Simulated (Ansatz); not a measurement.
The starting structures come from a database of crystals and need not be the phases stable at ambient conditions.

Tunnelling through a barrier is set by its complex band structure: the current falls as exp(−2κd) with the smallest κ.

Data:

```
TlO3Sb
1.0
    5.39059     0.00000     0.00000
    2.69530     7.29662     0.04056
    2.69530     0.97023     4.56645
Tl Sb O
2 2 6
Direct
  0.62359   0.12923   0.62359
  0.37641   0.87077   0.37641
  0.83355   0.49936   0.83355
  0.16645   0.50064   0.16645
  0.06346   0.65854   0.83056
  0.93654   0.34146   0.16944
  0.44744   0.65854   0.06346
  0.55256   0.34146   0.93654
  0.83056   0.65854   0.44744
  0.16944   0.34146   0.55256
```

Space group of this cell: R-3. The cell was relaxed by PBE-D3(BJ); by r2SCAN its mean pressure is -3.0 GPa.

Transport runs along the normal of the first two printed cell vectors, the (101) plane of the conventional cell.

The gap is the functional's own, uncorrected, and κ follows it; spin-orbit coupling is left out. Mid-gap values are interpolated between the computed energies.

### Question
Estimate the band gap and the smallest decay constant κ at mid-gap that r2SCAN in Ansatz (a first-principles code) returns for this system.

### Answer
Gap 2.75 eV on a 8×8×8 mesh; κ = 0.311 1/Å, at (0.000, 0.500) of the in-plane reciprocal vectors. At the zone centre, at the nearest computed energy, the slowest state has κ = 0.36 1/Å.
